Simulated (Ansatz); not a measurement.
Consider the following.

```xyz
4
Lattice="3.3075 0.0000 0.0000 1.6537 2.8644 0.0000 0.0000 0.0000 5.0829" Properties=species:S:1:pos:R:3 pbc="T T T"
Zn     1.6537     0.9548    -0.0249
Zn     3.3075     1.9096     2.5166
O      1.6537     0.9548     1.9666
O      3.3075     1.9096     4.5080
```

No spin polarisation.

Computed with PBEsol, PAW, 420 eV (Ansatz, a quantum-chemistry and plane-wave program; scalar-relativistic without spin-orbit coupling). k-mesh 12×12×7 (Γ-centred); smearing 0.05 eV (Fermi–Dirac).

### Question
Predict the electron mass, gap character, pressure and valence-band top at Γ.

### Answer
Electron mass: 0.14 mₑ out of plane, 0.13 mₑ in plane (at Γ)
Gap character: direct at Γ
Pressure (mean of the normal stresses, compression positive): -3.28 GPa
Valence-band top at Γ (three highest levels, from the VBM): 0.00, 0.00, -0.08 eV

The cells carry an imposed strain or load. Masses are band curvatures over ±0.01 Å⁻¹ around the edge. Whether these cells are dynamically stable was not tested. The cell was made from ZnO in the wurtzite structure (space group P6_3mc, No. 186) by this change: biaxial strain +2.40 %, plane normal [001], relaxed out of plane.
